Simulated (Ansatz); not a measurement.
System: Ga₂O₃ (model structure, started from the Al2S3 type, Cc, No. 9, 10 atoms in the cell). Method: PBEsol (Ansatz, a quantum-chemistry and plane-wave program, plane waves, PAW).

Settings: plane-wave cutoff 520 eV, 8×8×8 k mesh, Fermi–Dirac smearing 0.01 eV, scalar-relativistic PAW data made under PBE.

Cell (relaxed with PBEsol):

Space group Cc (No. 9); a = 9.548 Å, b = 5.879 Å, c = 5.248 Å, α = 90.00°, β = 115.00°, γ = 90.00°

| atom | site | symmetry | x | y | z |
|---|---|---|---|---|---|
| Ga | 4a | 1 | 0.4253 | 0.3738 | 0.0239 |
| Ga | 4a | 1 | 0.2662 | 0.1025 | 0.4258 |
| O | 4a | 1 | 0.3400 | 0.6229 | 0.1291 |
| O | 4a | 1 | 0.1268 | 0.0587 | 0.6066 |
| O | 4a | 1 | 0.3832 | 0.1249 | 0.1896 |
(The calculation used a cell of 10 atoms; values per cell refer to that cell.)

### Question
What does this level give for the band gap and smallest direct gap on the k points sampled?

### Answer

- band gap: 2.42 eV (indirect)
- smallest direct gap on the k points sampled: 2.52 eV

Note: the relaxation could raise the start's symmetry but not lower it, so the cell can be a saddle point.

Spin–orbit coupling is not included.

Computed values are for the static lattice.

The result took roughly 2.4 core-minutes.

A model structure was made by putting elements into a prototype or built by hand; it is no filed structure, need not be a known phase, and can be a saddle point held by its symmetry.
